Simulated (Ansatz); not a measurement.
Results of r²SCAN (PAW; Ansatz, a quantum-chemistry and plane-wave program) for MoRu3 (P6₃/mmc, No. 194, 8 atoms in the cell; start mp-975834).

Settings: plane-wave cutoff 560 eV, 12×12×14 k mesh (along the axes of the cell as run), Fermi–Dirac smearing 0.05 eV, no spin polarisation, scalar-relativistic PAW data made under PBE.

Cell (relaxed at this level):

```yaml
crystal:
  lattice:
    - [5.46178, 0.00000, 0.00000]
    - [-2.73089, 4.73004, 0.00000]
    - [0.00000, 0.00000, 4.32654]
  atoms:
    - { symbol: Mo, position: [0.66667, 0.33333, 0.25000] }
    - { symbol: Mo, position: [0.33333, 0.66667, 0.75000] }
    - { symbol: Ru, position: [0.83342, 0.16658, 0.75000] }
    - { symbol: Ru, position: [0.16658, 0.83342, 0.25000] }
    - { symbol: Ru, position: [0.66685, 0.83342, 0.25000] }
    - { symbol: Ru, position: [0.33315, 0.16658, 0.75000] }
    - { symbol: Ru, position: [0.83342, 0.66685, 0.75000] }
    - { symbol: Ru, position: [0.16658, 0.33315, 0.25000] }
```

Question: Give the computed bulk modulus B0.

Answer: 
- bulk modulus B0: 319 GPa

Note: the run has no spin polarisation, so it can have missed a magnetic state; the bulk modulus is −V dP/dV from two relaxed cells at ±2 % in volume; the relaxation could not lower the start's symmetry, so the cell can be a saddle point above a distorted one.

The computed numbers hold no vibrational or temperature effects.

A start named mp-… is a Materials Project structure, which need not be a measured phase.
